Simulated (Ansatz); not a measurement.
**monolayer PtS2: band-edge transport data**

Consider the following.

```yaml
crystal:
  lattice:
    - [3.75403, 0.00000, 0.00000]
    - [-1.87701, 3.25108, 0.00000]
    - [0.00000, 0.00000, 18.79264]
  atoms:
    - { symbol: Pt, position: [0.00000, 0.00000, 0.50000] }
    - { symbol: S, position: [0.33333, 0.66667, 0.56022] }
    - { symbol: S, position: [0.66667, 0.33333, 0.43978] }
```

These are PBE, rigid bands (plane waves, PAW, scalar-relativistic; Ansatz, a quantum-chemistry and plane-wave program) values and carry that method's errors. Condition of this run: biaxial strain +5 %. Geometry: cell and atoms relaxed with PBE, then loaded as said.

The band gap comes out as 1.37 eV and the electron conductivity mass (300 K, dilute) is 0.47 mₑ. The effective density of states N_c (300 K) is 3.6e13 cm⁻² and the Seebeck coefficient, n-type 1.9e12 cm⁻², 300 K is -419 μV/K.

Rigid bands; masses and Seebeck coefficients take one relaxation time τ for all states and one kind of carrier; polarons and phonon drag are left out. Spin-orbit coupling is left out; with 5d elements it also splits d-like band edges.

Model free-standing layer, not matched to a measured one here: monolayer PtS2.
